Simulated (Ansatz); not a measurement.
An Ansatz (an electronic-structure program) run: ZnSe with a change (strain tensor (xx, yy, zz, yz, xz, xy) = (−0.68, +1.19, +0.02, −0.26, +0.13, +0.82) %); DFT with r2SCAN, PAW potentials and a 500 eV plane-wave cutoff in Ansatz, spin-orbit coupling left out.

Input:

Ansatz 0.2 input:
```yaml
crystal:
  lattice:
    - [0.0266276474, 2.8592144625, 2.8260715396]
    - [2.8170068086, 0.0158632793, 2.8368359078]
    - [2.8365526349, 2.889524657, -0.003682547]
  atoms:
    - { symbol: Se, position: [0.75, 0.75, 0.75] }
    - { symbol: Zn, position: [0, 0, 0] }
basis: { ecutwfc: 500, ecutrho_ratio: 4, xc_grid: 4, fft_grid_basis: typed }
kpoints: { mp_grid: { grid: [10, 10, 10] } }
hamiltonian:
  xc: r2scan
  dispersion: none
  pseudopotentials: { kind: paw }
scf: { occupations: { method: fermi_dirac, width: 0.05 }, convergence: { dr2_threshold: 0.0000000002 } }
relax: { f_tol: 0.005, max_steps: 50 }
output: { forces: true, stress: true }
checkpoint: { write: state.ck, write_every: 1000 }
```

Output (explanatory and most iteration lines left out):

```
Relaxation: its limit of steps is 50 (relax.max_steps)
Pseudopotential: Se, paw, valence charge 16
Pseudopotential: Zn, paw, valence charge 12
Crystal: 2 atoms, lattice volume = 45.696 Å³
Basis set: ecut = 500 eV, 1183 PW (Γ), exchange–correlation on 120×120×120 points (64 copies of the dense FFT grid, shifted against one another)
Bands: 18, of which v1, the nominal top of the filled ones, is band 14 counted from 1 (13 counted from 0)
Symmetry: 1 space group operations
Space group: P1 (ITA 1), of the structure as read, at distance tolerance 3.6e-5 Å
k-points: 504 of 1000 (time reversal used)
Functional: x = r2scan, c = r2scan; τ floored in thin density (d = 2e-4 eV/Å³)
SCF iter   1: F=—  HF=-8805.499119 eV  |F-HF|=—  |Δ(HF+E_count)|=         —  Δρ=1.40e-2  dr2=4.16e-2  dr2_τ=5.54e-3  ethr=1.77e-3  ⟨swp⟩=5.7  Hψ=47115  notcnv=0
SCF iter   2: F=—  HF=-8805.498719 eV  |F-HF|=—  |Δ(HF+E_count)|=   4.00e-4  Δρ=3.19e-3  dr2=5.38e-3  dr2_τ=1.92e-4  ethr=1.48e-4  ⟨swp⟩=2.0  Hψ=19159  notcnv=0
SCF 1 converged in 9 iterations: F = -8805.495364 eV  dr2 = 9.84e-12
relax step   1: F+E_penalty+E_count = -8805.49536409 eV  Δ(F+E_penalty+E_count) = +0.000e0 eV  max|allowed force component| = 8.358e-2 eV/Å  Δτ_max = 0.0000 Å  (9 SCF iters, accepted)
Crystal: 2 atoms, lattice volume = 45.696 Å³
SCF iter   1: F=—  HF=-8805.495760 eV  |F-HF|=—  |Δ(HF+E_count)|=         —  Δρ=6.26e-4  dr2=1.02e-4  dr2_τ=1.67e-4  ethr=3.76e-7  ⟨swp⟩=2.0  Hψ=33144  notcnv=0
SCF iter   2: F=—  HF=-8805.495889 eV  |F-HF|=—  |Δ(HF+E_count)|=   1.29e-4  Δρ=2.11e-4  dr2=8.68e-6  dr2_τ=8.10e-7  ethr=3.64e-7  ⟨swp⟩=2.0  Hψ=13608  notcnv=0
SCF 2 converged in 7 iterations: F = -8805.495893 eV  dr2 = 1.51e-11
relax step   2: F+E_penalty+E_count = -8805.49589280 eV  Δ(F+E_penalty+E_count) = -5.287e-4 eV  max|allowed force component| = 4.382e-2 eV/Å  Δτ_max = 0.0039 Å  (7 SCF iters, accepted)
Crystal: 2 atoms, lattice volume = 45.696 Å³
SCF iter   1: F=—  HF=-8805.495933 eV  |F-HF|=—  |Δ(HF+E_count)|=         —  Δρ=6.88e-4  dr2=1.23e-4  dr2_τ=2.01e-4  ethr=4.39e-6  ⟨swp⟩=2.9  Hψ=24477  notcnv=0
SCF iter   2: F=—  HF=-8805.496088 eV  |F-HF|=—  |Δ(HF+E_count)|=   1.55e-4  Δρ=2.31e-4  dr2=1.05e-5  dr2_τ=9.96e-7  ethr=4.40e-7  ⟨swp⟩=2.0  Hψ=17640  notcnv=0
SCF 3 converged in 6 iterations: F = -8805.496093 eV  dr2 = 1.29e-10
relax step   3: F+E_penalty+E_count = -8805.49609291 eV  Δ(F+E_penalty+E_count) = -2.001e-4 eV  max|allowed force component| = 5.916e-4 eV/Å  Δτ_max = 0.0043 Å  (6 SCF iters, accepted)
Crystal: 2 atoms, lattice volume = 45.696 Å³
SCF iter   1: F=—  HF=-8805.496093 eV  |F-HF|=—  |Δ(HF+E_count)|=         —  Δρ=7.27e-7  dr2=1.29e-10  dr2_τ=3.55e-12  ethr=1.00e-12  ⟨swp⟩=2.4  Hψ=48381  notcnv=0
SCF iter   2: F=-8805.496093 eV  HF=-8805.496093 eV  |F-HF|=3.64e-12  |Δ(HF+E_count)|=  1.09e-11  Δρ=3.15e-7  dr2=1.74e-11  dr2_τ=1.01e-12  ethr=1.00e-12  ⟨swp⟩=4.0  Hψ=29297  notcnv=0
SCF 4 converged in 2 iterations: F = -8805.496093 eV  dr2 = 1.74e-11
SCF converged after 2 iterations
Free energy (F): -8805.496093 eV
Internal energy: -8805.496093 eV  (E = F + TS)
E sigma→0 (E₀):  -8805.496093 eV
Fermi energy:    7.386207 eV
--- Forces (eV/Å), atoms counted from 1 ---
  atom   1  Se    -0.00032328     0.00059280     0.00010984
  atom   2  Zn     0.00032053    -0.00059217    -0.00010366
--- Stress (GPa, compression-positive) ---
       -0.020754      -0.669283      -0.103699
       -0.669283      -0.724468       0.206319
       -0.103699       0.206319      -0.275206
  P = ⅓ Tr σ = -0.3401 GPa (-3.401 kbar)
--- Relaxed structure (3 steps of the walk, 3 accepted, 0 SCFs on fresh bases) ---
  atoms:
    - { symbol: Se, position: [0.7520058722139414, 0.750715732568506, 0.7484247656758597] }
    - { symbol: Zn, position: [-0.0020058722139412216, -0.0007157325685062774, 0.0015752343241402598] }
```

Whether these cells are dynamically stable was not tested. The cell was made from ZnSe in the zinc blende structure (space group F-43m, No. 216) by this change: strain tensor (xx, yy, zz, yz, xz, xy) = (−0.68, +1.19, +0.02, −0.26, +0.13, +0.82) %.
